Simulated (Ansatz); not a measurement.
Input and output of a self-consistent single point for LiAg3 (Pm-3m, 4 atoms in the cell) (Ansatz, a program for electronic structure).

Method: PBEsol, PAW files made with PBE (plane waves; Ansatz).

```yaml
crystal:
  lattice:
    - [4.03340, 0.00000, 0.00000]
    - [0.00000, 4.03340, 0.00000]
    - [0.00000, 0.00000, 4.03340]
  atoms:
    - { symbol: Li, position: [0.00000, 0.00000, 0.00000] }
    - { symbol: Ag, position: [0.00000, 0.50000, 0.50000] }
    - { symbol: Ag, position: [0.50000, 0.00000, 0.50000] }
    - { symbol: Ag, position: [0.50000, 0.50000, 0.00000] }
```

Reference input (self-consistent single point, DFT, PBEsol, plane waves, PAW files made with PBE): basis.ecutwfc = 420 eV; kpoints.mp_grid.grid = 8 8 8; hamiltonian.xc = pbesol; hamiltonian.pseudopotentials = {kind: paw} (the program's default PAW files); scf.occupations.method = fermi_dirac; scf.occupations.width = 0.05 eV. This run's input differs from it in these lines:

Ansatz 0.2 input:
```diff
@@ -14,3 +14,3 @@
   mp_grid:
-    grid: [8, 8, 8]
+    grid: [6, 6, 6]
 hamiltonian:
```

The program printed (abridged):

```
SCF iter   1: F=—  HF=-22772.159374 eV  |F-HF|=—  |Δ(HF+E_count)|=         —  Δρ=8.99e-2  dr2=6.85e0  ethr=3.10e-3  ⟨swp⟩=5.8  Hψ=2503  notcnv=0
all-band conjugate gradients solve this SCF's bands
preconditioner: auto → Resta (q_TF=auto, 2.688 Å⁻¹)
SCF iter   2: F=—  HF=-22770.600794 eV  |F-HF|=—  |Δ(HF+E_count)|=    1.56e0  Δρ=2.53e-2  dr2=4.66e-1  ethr=3.10e-3  ⟨swp⟩=2.4  Hψ=1403  notcnv=0  defer=16
   [... lines left out ...]
SCF iter   5: F=—  HF=-22770.414643 eV  |F-HF|=—  |Δ(HF+E_count)|=   2.22e-3  Δρ=7.63e-4  dr2=4.74e-4  ethr=1.26e-5  ⟨swp⟩=2.5  Hψ=1248  notcnv=0  defer=19
SCF iter   6: F=—  HF=-22770.414583 eV  |F-HF|=—  |Δ(HF+E_count)|=   5.95e-5  Δρ=1.11e-4  dr2=9.35e-6  ethr=7.90e-7  ⟨swp⟩=2.0  Hψ=1006  notcnv=0  defer=19
SCF iter   7: F=—  HF=-22770.414601 eV  |F-HF|=—  |Δ(HF+E_count)|=   1.77e-5  Δρ=3.40e-5  dr2=9.61e-7  ethr=1.56e-8  ⟨swp⟩=2.0  Hψ=1062  notcnv=0  defer=19
SCF iter   8: F=-22770.414601 eV  HF=-22770.414601 eV  |F-HF|=2.56e-9  |Δ(HF+E_count)|=   9.83e-8  Δρ=4.98e-6  dr2=1.80e-8  ethr=1.67e-10  ⟨swp⟩=8.2  Hψ=2899  notcnv=0
SCF 1 converged in 8 iterations: F = -22770.414601 eV  dr2 = 1.80e-8
Free energy (F): -22770.414601 eV
Internal energy: -22770.396748 eV  (E = F + TS)
E sigma→0 (E₀):  -22770.405675 eV
Entropy (-TS):   -0.017853 eV (-4.463 meV/atom)
Fermi energy:    13.687181 eV
--- Forces (eV/Å), atoms counted from 1 ---
  atom   1  Li    -0.00000000    -0.00000000    -0.00000000
   [... zero for the other atoms too ...]
--- Stress (GPa, compression-positive) ---
       -2.152506       0.000000       0.000000
       -0.000000      -2.152506       0.000000
        0.000000       0.000000      -2.152506
  P = ⅓ Tr σ = -2.1525 GPa (-21.525 kbar)
  The stress holds the Pulay correction. Without it, at fixed plane waves, as pw.x and ABINIT print it: P = -2.2069 GPa
```

The run converged in 8 iterations. Against the reference run the free energy rises by 5.4 meV/atom and the pressure hardly changes (-2.12 to -2.15 GPa).

The starting cell comes from a database of computed structures (which also holds hypothetical and non-ambient phases and stackings), without a prior relaxation at this level. Its lattice was rescaled by a random factor within 2.5 % of one. Ansatz's pressure includes its estimate of the finite-basis (Pulay) stress.
